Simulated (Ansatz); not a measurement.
Input:

Host crystal: zinc-blende InP, with a band gap (PBE, scalar-relativistic without spin-orbit coupling).

End structure of NH3 on the 1x1 (110) surface of zinc-blende InP (cut with top plane In + P), one in a 2x1 cell, started at the site 'bridge In-P (span 5.2 Å)':

```
CELL_PARAMETERS angstrom
      8.42871     0.00000     0.00000
      0.00000     5.96000     0.00000
      0.00000     0.00000    27.50000
ATOMIC_POSITIONS crystal
  In 0.25000 0.55028 0.36260
  In 0.75000 0.55028 0.36260
  P  0.00000 0.76054 0.33871
  P  0.50000 0.76054 0.33871
  In 0.00000 0.97719 0.42064
  In 0.50000 0.97719 0.42064
  P  0.25000 0.22817 0.42353
  P  0.75000 0.22817 0.42353
  In 0.24970 0.48360 0.49973
  In 0.74964 0.47892 0.50048
  P  0.99865 0.73498 0.49993
  P  0.50071 0.73507 0.49995
  In 0.00143 0.97567 0.57902
  In 0.49746 0.97561 0.57907
  P  0.24947 0.22878 0.57493
  P  0.74945 0.22842 0.57768
  In 0.24915 0.51720 0.64372
  In 0.74921 0.55471 0.63814
  P  0.00264 0.75847 0.66102
  P  0.49580 0.75824 0.66108
  N  0.24880 0.23317 0.70478
  H  0.34645 0.13085 0.70052
  H  0.24800 0.29021 0.73985
  H  0.15154 0.13025 0.70020
```

Slab: 24 atoms, 8.9 Å thick at the start under the adsorbate (thin: gaps and levels are the slab's own); k 2x3x1, smearing 0.01 eV, dipole-corrected; single point; no symmetry held, on the structure that PBE left; no spin, no spin-orbit, no U, no dispersion correction. At the end it is bonded to In. In PBE it is, or lies within 0.03 eV of, the lowest of the starts that converged; the order may differ at this level.

A negative adsorption energy means that the adsorbate is more stable on the surface than in its reference.

**Question.** What change of the step from the bottom to the top vacuum level, against the clean slab does HSE06, at the PBE geometry (Ansatz, a first-principles code) give?

**Answer.** -1.23 eV

**Question.** What is the computed adsorption energy against NH3(g) at the same level (HSE06, at the PBE geometry)?

**Answer.** -0.98 eV
